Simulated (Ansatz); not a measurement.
Input and output of a self-consistent single point for VRu (P4mm, 2 atoms in the cell) (Ansatz, a quantum-chemistry and plane-wave program).

Computed with LDA (PW92), default PAW files made with PBE (plane waves; Ansatz).

```
VRu
1.0
    3.01184     0.00000     0.00000
    0.00000     3.01184     0.00000
    0.00000     0.00000     3.01184
V Ru
1 1
Cartesian
  1.50592   1.50592   1.55592
  0.00000   0.00000   0.00000
```
Moments meant for the start (each program seeds them in its own way; μB, in the order of the atoms V Ru): 2.0 0.0.

Reference input (self-consistent single point, DFT, LDA (PW92), plane waves, default PAW files made with PBE): basis.ecutwfc = 420 eV; kpoints.mp_grid.grid = 11 11 11; hamiltonian.xc = lda; hamiltonian.pseudopotentials = {kind: paw} (the program's default PAW files); magnetization.spin_polarized = true; scf.occupations.method = gaussian; scf.occupations.width = 0.1 eV. This run's input differs from it in these lines:

Ansatz 0.2 input:
```diff
@@ -12,3 +12,3 @@
 kpoints:
-  mp_grid: { grid: [11, 11, 11] }
+  mp_grid: { grid: [18, 18, 18] }
 hamiltonian:
@@ -19,3 +19,3 @@
 scf:
-  occupations: { method: gaussian, width: 0.1 }
+  occupations: { method: cold, width: 1.0 }
 output:
```

Output (repeated stretches shortened):

```
SCF iter   1: F=—  HF=-8621.772008 eV  |F-HF|=—  |Δ(HF+E_count)|=         —  Δρ=1.35e-1 (↑1.35e-1 ↓9.69e-2)  dr2=4.93e0  dr2_m=2.33e0  M=0.128 μB ∫|m|=0.175 μB  β_m=0.30  ethr=3.10e-3  ⟨swp⟩=4.9  Hψ=87112  notcnv=0
Mixer restart at iter 1: flushing history
all-band conjugate gradients solve this SCF's bands
preconditioner: auto → none
   [... lines left out ...]
SCF iter  17: F=—  HF=-8619.274120 eV  |F-HF|=—  |Δ(HF+E_count)|=   2.03e-9  S|Δr|=    0.00e0  Δρ=6.38e-7 (↑6.38e-7 ↓5.14e-7)  dr2=4.01e-11  dr2_m=7.54e-11  M=0.000 μB ∫|m|=0.000 μB  β_m=0.85  ethr=2.98e-11  ⟨swp⟩=3.0  Hψ=51339  notcnv=0
SCF iter  18: F=-8619.274120 eV  HF=-8619.274120 eV  |F-HF|=3.75e-10  |Δ(HF+E_count)|=  6.73e-11  S|Δr|=    0.00e0  Δρ=5.65e-7 (↑4.37e-7 ↓5.65e-7)  dr2=4.06e-10  dr2_m=3.01e-12  M=0.000 μB ∫|m|=0.000 μB  ethr=1.00e-12  ⟨swp⟩=2.0  Hψ=40034  notcnv=0
SCF 1 converged in 18 iterations: F = -8619.274120 eV  dr2 = 4.06e-10
WARN: the starting moments were not kept: the SCF closed with an absolute magnetisation of 1.5e-6 μB, where they sum to 2 μB in size (1 site) …
   [... lines left out ...]
Absolute magnetization: 0.0000 μB (∫|ρ↑−ρ↓|, with the PAW one-centre terms)
Free energy (F): -8619.274120 eV
Fermi energy:    19.897877 eV
   [... lines left out ...]
  atom   2  Ru     0.00000000     0.00000000     0.11362666
--- Stress (GPa, compression-positive) ---
      -15.762987       0.000000       0.000000
        0.000000     -15.762987       0.000000
        0.000000       0.000000     -15.764442
  P = ⅓ Tr σ = -15.7635 GPa (-157.635 kbar)
  The stress holds the Pulay correction. Without it, at fixed plane waves, as pw.x and ABINIT print it: P = -15.8200 GPa
```

The run converged in 18 iterations. Against the reference run the free energy falls by 95.9 meV/atom, the pressure goes from -16.03 to -15.76 GPa and the largest force goes from 0.006 to 0.114 eV/Å.

The starting cell comes from a database of computed structures (which also holds hypothetical and non-ambient phases and stackings), without a prior relaxation at this level. Its lattice was rescaled by up to half a per cent. One atom was moved a little off its site on purpose. The starting moments vanished: the run ended non-magnetic, which need not be the lowest state. The program warned that a starting moment was not kept. With a pressure of about -16 GPa the cell is away from its equilibrium volume at this level. Ansatz's pressure includes its estimate of the finite-basis (Pulay) stress.

Cost on one core of a shared machine: roughly 2 min.
